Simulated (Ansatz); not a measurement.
The reference is MoTe2 in the 2H-MoS2 type structure (space group P6_3/mmc, No. 194; a = 3.497 Å, c = 13.697 Å; layered, stacked along the Cartesian z axis).

Level of theory: Ansatz (a program for electronic structure) PBE-D3(BJ), no spin-orbit coupling, earlier PAW set.

Before the change:

```
Property               Value
-------------------  -------
Smallest direct gap  1.03 eV
Lattice parameter a  3.497 Å
c/a ratio              3.917
```

One thing is altered: hydrostatic tension (pressure −1 GPa).

Question: Predict the new smallest direct gap.

Answer: The smallest direct gap rises by 0.02 eV to 1.05 eV.

Question: Predict the new lattice parameter a.

Answer: The lattice parameter a rises by 0.018 Å to 3.515 Å.

Question: Estimate the effect on the c/a ratio.

Answer: The c/a ratio rises by 0.040 to 3.957.

With Te present, leaving out spin-orbit coupling can change the band edges. Load acts through the strain it causes; cell and atoms are relaxed under it. Stability against distortions was not tested. The program warned that a D3 coordination switch lies within reach, so dispersion energies are less smooth here.
